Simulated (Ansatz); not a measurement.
Start from Pd in the fcc (Cu type) structure (space group Fm-3m, No. 225; a = 3.841 Å; relaxed with 0.1 eV smearing). Axes: x, y, z lie along the cube axes.

All numbers come from LDA, PAW, 420 eV (Ansatz, a first-principles code; without spin-orbit coupling).

For the base:

```
Property            Value
---------------  --------
Volume per atom  14.17 Å³
```

Modification: biaxial strain −0.50 %, plane normal [001], relaxed out of plane (Cartesian); in-plane vectors clamped, the third vector and the atoms free.

Estimate the effect on the volume per atom.

The volume per atom drops by 0.04 Å³ (14.17 Å³ → 14.13 Å³).

Whether these cells are dynamically stable was not tested. The final runs are not spin-polarised.
